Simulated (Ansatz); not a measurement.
Base system: WSi2 (space group I4/mmm, No. 139; a = 3.2123 Å, c = 7.8058 Å).

All numbers come from Ansatz (an electronic-structure program) r2SCAN, without spin-orbit coupling, earlier PAW set.

For the base:

| Property | Value |
|---|---|
| Shortest interatomic distance | 2.578 Å |
| c/a ratio | 2.430 |
| Magnetic state | not spin-polarised |

Now apply this change: every Si is replaced by Co; the structure is relaxed again.

Tabulated Pauling electronegativity and covalent radius: Si 1.90, 1.11 Å; Co 1.88, 1.26 Å.

**Question.** Predict the new shortest interatomic distance, c/a ratio and magnetic state.

**Answer.** The shortest interatomic distance decreases by 0.078 Å, from 2.578 Å to 2.500 Å; the c/a ratio increases by 0.198 to 2.628; the magnetic state becomes ferromagnetic (base: not spin-polarised).

The magnetic state is the one reached from the starting moments; the real material's order can differ, and small cells can't hold many antiferromagnetic ones. Stability against distortions was not tested. As relaxed here, Co2W is a hypothetical phase, not in the database extracts checked. Spin-polarised in the final run: Co2W; the other runs are not.
